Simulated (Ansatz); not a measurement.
Zn4Te3S (model structure, P-4m2, No. 115, 8 atoms in the cell), treated with r²SCAN (Ansatz, an electronic-structure program, PAW).

Settings: plane-wave cutoff 560 eV, 8×8×4 k mesh (along the axes of the cell as run), Fermi–Dirac smearing 0.01 eV, scalar-relativistic PAW data made under PBE.

Cell (relaxed with PBEsol):

```yaml
crystal:
  lattice:
    - [4.17701, 0.00000, 0.00000]
    - [0.00000, 4.17701, 0.00000]
    - [0.00000, 0.00000, 11.70944]
  atoms:
    - { symbol: Zn, position: [0.00000, 0.00000, 0.01312] }
    - { symbol: S, position: [0.50000, 0.00000, 0.11456] }
    - { symbol: Zn, position: [0.50000, 0.50000, 0.21600] }
    - { symbol: Te, position: [0.00000, 0.50000, 0.34888] }
    - { symbol: Zn, position: [0.00000, 0.00000, 0.48136] }
    - { symbol: Te, position: [0.50000, 0.00000, 0.61456] }
    - { symbol: Zn, position: [0.50000, 0.50000, 0.74776] }
    - { symbol: Te, position: [0.00000, 0.50000, 0.88024] }
```

Task: Give the computed band gap.

Result: 
- band gap = 1.66 eV

Note: the relaxation could raise the start's symmetry but not lower it, so the cell can be a saddle point; cell and atoms aren't relaxed at this level (pressure 1.3 GPa).

Spin–orbit coupling is not included.

Static lattice: no zero-point or thermal effects.

It cost about 2.1 core-minutes (a rough figure) of CPU time.

A model structure was made by putting elements into a prototype or built by hand; it is no filed structure, need not be a known phase, and can be a saddle point held by its symmetry.
